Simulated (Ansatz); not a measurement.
The parent structure is CaO in the rock salt structure (space group Fm-3m, No. 225).

```
CaO
1.0
    0.00000     2.39740     2.39740
    2.39740     0.00000     2.39740
    2.39740     2.39740     0.00000
O Ca
1 1
Direct
  0.00000   0.00000   0.00000
  0.50000   0.50000   0.50000
```

Cartesian axes are those of the cell as printed.

Calculations: DFT with r2SCAN, PAW potentials and a 500 eV plane-wave cutoff in Ansatz (a quantum-chemistry and plane-wave program), without spin-orbit coupling.

Base values:

The valence-band top at Γ comes out as 0.00, 0.00, 0.00 eV and the valley order is X along ⟨100⟩ 4.20 eV; Γ 5.50 eV. The electron mass is 1.4 mₑ along k, 0.44 mₑ across (at X).

Modification: uniaxial stress, 5 GPa tension along x; all other stress components relax to zero.

### Question
What does the calculation give for the valence-band top at Γ, valley order, secant Young's modulus along x, electron mass and energy relative to the base after the change?

### Answer
The valence-band top at Γ (three highest levels, from the VBM) becomes 0.00, 0.00, -0.07 eV (base: 0.00, 0.00, 0.00 eV); the valley order (the lowest conduction-band minima on the path, energy above the VBM, named in the base's zone) changes from X along ⟨100⟩ 4.20 eV; Γ 5.50 eV to X along [010] 4.15 eV; X along [100] 4.26 eV; Γ 5.28 eV; the secant Young's modulus along x amounts to 170 GPa; the electron mass goes from 1.4 mₑ along k, 0.44 mₑ across (at X) to 0.46 mₑ along x, 1.4 mₑ along y, 0.43 mₑ along z (at X); the energy goes up by 6.5 meV/atom.

The levels and masses belong to the bands next to the band gap. Load acts through the strain it causes; cell and atoms are relaxed under it. Effective masses come from finite differences of ±0.01 Å⁻¹. Along k means along the line from Γ to the band edge. Stability under load was not tested beyond the relaxation.
